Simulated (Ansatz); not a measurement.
The parent structure is AlNi in the CsCl type structure (space group Pm-3m, No. 221; a = 2.863 Å; non-magnetic). Axes: x, y, z lie along the cube axes.

Computed with Ansatz (a program for electronic structure) r2SCAN, no spin-orbit coupling.

For the base:

Shortest interatomic distance: 2.480 Å
Band gap: zero

It is then changed as follows: a free-standing slab of 2 layers (4 atoms, 2 a layer) is cut normal to [110], with 15 Å of vacuum and the in-plane cell held at bulk.

Task: What happens to the excess energy per area of both faces?

Result: The excess energy per area of both faces (slab less bulk energy over the cell's area: twice a surface energy) is 3.68 J/m² (uncertain by up to 0.06 J/m²).

Task: What does the calculation give for the shortest interatomic distance after the change?

Result: The shortest interatomic distance decreases by 0.028 Å (2.480 Å → 2.452 Å).

Task: What does the calculation give for the band gap after the change?

Result: The band gap is still zero.

Slab and bulk use different k-meshes, which limits the precision of the excess energy. Stability against distortions was not tested. Seeded moments were not kept for the base. All final runs are without spin polarisation.
